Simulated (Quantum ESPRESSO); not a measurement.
Worked example: self-consistent single point of LaTeCl (P4/nmm, 6 atoms in the cell) in Quantum ESPRESSO.

Level of theory: vdW-DF2, GBRV 1.5 ultrasoft (PBE) pseudopotentials (plane waves; Quantum ESPRESSO).

```xyz
6
Lattice="4.5552 0.0000 0.0000 0.0000 4.5552 0.0000 0.0000 0.0000 8.3201" Properties=species:S:1:pos:R:3 pbc="T T T"
La     0.0000     2.2776     6.3158
La     2.2776     0.0000     2.0043
Te     0.0000     2.2776     3.0113
Te     2.2776     0.0000     5.3088
Cl     0.0000     0.0000     0.0000
Cl     2.2776     2.2776     0.0000
```

Reference input (self-consistent single point, DFT, PBEsol, plane waves, GBRV 1.5 ultrasoft (PBESOL) pseudopotentials): ecutwfc = 40 Ry; ecutrho = 200 Ry; occupations = smearing; smearing = fermi-dirac; degauss = 0.0036749 Ry; potentials = {La: la_pbesol_v1.uspp.F.UPF, Te: te_pbesol_v1.uspp.F.UPF, Cl: cl_pbesol_v1.4.uspp.F.UPF}; K_POINTS = automatic 7 7 4 0 0 0; conv_thr = 1e-10 Ry; mixing_beta = 0.7. This run's input differs from it in these lines:

```diff
@@ -17,2 +17,3 @@
   degauss = 0.0036749,
+  input_dft = 'vdw-df2',
 /
@@ -23,5 +24,5 @@
 ATOMIC_SPECIES
-La   138.9055  la_pbesol_v1.uspp.F.UPF
-Te   127.6000  te_pbesol_v1.uspp.F.UPF
-Cl    35.4500  cl_pbesol_v1.4.uspp.F.UPF
+La   138.9055  la_pbe_v1.uspp.F.UPF
+Te   127.6000  te_pbe_v1.uspp.F.UPF
+Cl    35.4500  cl_pbe_v1.4.uspp.F.UPF
 CELL_PARAMETERS {angstrom}
```

Log, with long lists cut:

```
     Self-consistent Calculation

     iteration #  1     ecut=    40.00 Ry     beta= 0.70

     Threshold (ethr) on eigenvalues was too large:
     Diagonalizing with lowered threshold

     negative rho (up, down):  1.519E-01 0.000E+00

     total energy              =    -328.81304604 Ry
     estimated scf accuracy    <       0.13112823 Ry

     iteration #  2     ecut=    40.00 Ry     beta= 0.70

     negative rho (up, down):  1.316E-01 0.000E+00

     total energy              =    -328.83299468 Ry
     estimated scf accuracy    <       0.12212427 Ry

     iteration #  3     ecut=    40.00 Ry     beta= 0.70

     negative rho (up, down):  1.299E-01 0.000E+00

     total energy              =    -328.85986835 Ry
     estimated scf accuracy    <       0.01151693 Ry

   [... 7 blocks of this kind left out ...]

     iteration # 11     ecut=    40.00 Ry     beta= 0.70

     negative rho (up, down):  1.296E-01 0.000E+00

     total energy              =    -328.86445005 Ry
     estimated scf accuracy    <          9.5E-09 Ry

     iteration # 12     ecut=    40.00 Ry     beta= 0.70

     negative rho (up, down):  1.296E-01 0.000E+00
     End of self-consistent calculation

     the Fermi energy is     8.8541 ev

!    total energy              =    -328.86445005 Ry
     estimated scf accuracy    <          3.8E-11 Ry
     smearing contrib. (-TS)   =      -0.00000068 Ry
     internal energy E=F+TS    =    -328.86444937 Ry

     convergence has been achieved in  12 iterations

     negative rho (up, down):  1.296E-01 0.000E+00

     Forces acting on atoms (cartesian axes, Ry/au):

     atom    1 type  1   force =     0.00000000    0.00000000   -0.00187114
     atom    2 type  1   force =     0.00000000    0.00000000    0.00187114
     atom    3 type  2   force =     0.00000000    0.00000000   -0.00089266
     atom    4 type  2   force =     0.00000000    0.00000000    0.00089266
     atom    5 type  3   force =     0.00000000    0.00000000    0.00000000
   [... lines left out ...]
     Total force =     0.002932     Total SCF correction =     0.000005
   [... lines left out ...]

     negative rho (up, down):  1.296E-01 0.000E+00
          total   stress  (Ry/bohr**3)                   (kbar)     P=       52.66
   0.00035396   0.00000000   0.00000000           52.07        0.00        0.00
   0.00000000   0.00035396   0.00000000            0.00       52.07        0.00
   0.00000000   0.00000000   0.00036597            0.00        0.00       53.84

   JOB DONE.
```

The run converged in 12 iterations. Against the reference run the pressure goes from -2.69 to 5.27 GPa, the largest force goes from 0.093 to 0.048 eV/Å and the gap on the mesh goes from 0.563 to 0.766 eV.

The starting cell comes from a database of computed structures (which also holds hypothetical and non-ambient phases and stackings), without a prior relaxation at this level. Spin-orbit coupling is off. With a pressure of about 5 GPa the cell is away from its equilibrium volume at this level.

Cost on one core of a shared machine: roughly 3 min.
